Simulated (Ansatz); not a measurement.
By PBEsol, the system below comes out a metal.

The ballistic (Sharvin) conductance counts the channels at the Fermi level: G/A = (e²/h) × channels of both spins per area.

Here is the system:

```xyz
3
Lattice="3.7325 0.0000 0.0000 -1.8663 3.2325 0.0000 1.8663 1.0775 3.0476" Properties=species:S:1:pos:R:3 pbc="T T T"
Si     1.8663     3.2325     2.2857
Si     1.8663     1.0775     0.7619
Ni     0.0000     0.0000     0.0000
```

The cell is strained (all lengths scaled by 0.98); by PBEsol it stands under a pressure of 11.5 GPa.

The current flows along the normal of the first two printed cell vectors, the (111) plane of the conventional cell. No spin-orbit coupling; the value is a mean over 0.1 eV about the Fermi level.

### Question
Estimate the ballistic conductance per area that PBEsol (Ansatz, a program for electronic structure) returns for this system.

### Answer
0.61 × 10¹⁵ S/m² for both spins.
